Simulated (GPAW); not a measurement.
**Short convergence ladders for Li (Im-3m, 1 atom in the cell)**

```
CELL_PARAMETERS angstrom
     -1.75023     1.75023     1.75023
      1.75023    -1.75023     1.75023
      1.75023     1.75023    -1.75023
ATOMIC_POSITIONS crystal
  Li 0.00000 0.00000 0.00000
```

Base method: PBEsol, GPAW PAW datasets PBEsol (made by gpaw-setup) (plane waves; GPAW).

Base settings: mode = pw; ecut = 550 eV; xc = PBEsol; kpts = 13 13 13; mesh shift (steps) = 0 0 0; occupations.name = methfessel-paxton; occupations.width = 0.1 eV; occupations.order = 0; nbands = -7; symmetry.symmorphic = false.

The count of work is k-points × plane waves × bands × iterations; it is no time. 

**The width of Fermi-Dirac smearing**

In this ladder: kpts = 21 21 21; occupations.name = fermi-dirac; occupations.order = default.

Narrow widths need finer meshes than wide ones, so the last steps can hold mesh noise.

Only quantities that move along the ladder and can be compared are tabulated; pressure and forces are left out, as mesh noise rules them at narrow widths.

```tsv
occupations.width	free energy less the last step's (meV/atom)	energy extrapolated to zero width less the last step's (meV/atom)
1 eV	-652.07	-75.55
0.5 eV	-184.80	-13.59
0.3 eV	-69.02	-2.67
0.2 eV	-30.24	-0.66
0.1 eV	-6.16	-0.10
0.05 eV	0.00	0.00
```

Widest occupations.width that holds the energy extrapolated to zero width within 0.5 meV/atom of the last step, with all finer ones: 0.1 eV; the step before is off by 0.66 meV/atom.

Widest occupations.width that holds the free energy within 5 meV/atom: not settled: the last two steps still differ by 6.2 meV/atom, over half the tolerance, so the ladder does not show it.

The extrapolation to zero width removes most of the smearing's effect on the energy.

**The width of Methfessel-Paxton smearing**

In this ladder: kpts = 21 21 21; occupations.order = 1.

Narrow widths need finer meshes than wide ones, so the last steps can hold mesh noise.

Only quantities that move along the ladder and can be compared are tabulated; pressure and forces are left out, as mesh noise rules them at narrow widths.

```csv
occupations.width,free energy less the last step's (meV/atom)
1 eV,-5.23
0.5 eV,-0.43
0.3 eV,-0.15
0.2 eV,-0.12
0.1 eV,-0.03
0.05 eV,0.00
```

Widest occupations.width that holds the free energy within 2 meV/atom of the last step, with all finer ones: 0.5 eV; the step before is off by 5.2 meV/atom.

**The mesh under tetrahedron occupations**

In this ladder: occupations.name = improved-tetrahedron-method; occupations.width = default; occupations.order = default.

Only quantities that move along the ladder and can be compared are tabulated.

| kpts | free energy less the last step's (meV/atom) | count of work / last |
|---|---|---|
| 6 6 6 | -9.36 | 0.016 |
| 7 7 7 | -4.63 | 0.025 |
| 8 8 8 | 1.40 | 0.037 |
| 10 10 10 | 0.44 | 0.047 |
| 13 13 13 | 0.23 | 0.10 |
| 16 16 16 | 0.03 | 0.18 |
| 20 20 20 | -0.04 | 0.32 |
| 25 25 25 | 0.02 | 0.56 |
| 31 31 31 | 0.00 | 1.0 |

Coarsest kpts that holds the free energy within 2 meV/atom of the last step, with all finer ones: 8 8 8, at 0.037 of the last step's count of work; the step before is off by 4.6 meV/atom.

On the base run: the starting cell has typed, rounded lattice constants, without a prior relaxation at this level. Its lattice was rescaled by up to half a per cent.

Left out of this page: 4 runs of the series outside the window shown, repeating another row's setting, or not comparable.
